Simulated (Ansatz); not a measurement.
The parent structure is MgTe in the wurtzite structure (space group P6_3mc, No. 186; a = 4.608 Å, c = 7.501 Å). Axes: x lies along a and z along c of the hexagonal cell.

Level of theory: PBE (Ansatz, an electronic-structure program; PAW; 420 eV plane waves; no spin-orbit coupling).

For the base:

The shortest interatomic distance is 2.818 Å.

One thing is altered: uniaxial strain ε_zz = −1.40 %, all other strain components held at zero; the atoms relax in the strained cell.

Question: Predict the new shortest interatomic distance, largest internal atomic displacement, energy relative to the base and stress.

Answer: The shortest interatomic distance shrinks by 0.0124 Å to 2.805 Å; the largest internal atomic displacement comes out as 0.011 Å; the energy grows by 1.2 meV/atom; the stress (xx, yy, zz, yz, xz, xy; compression positive) is (0.34, 0.34, 0.78, 0.00, 0.00, 0.00) GPa.

Whether these cells are dynamically stable was not tested.
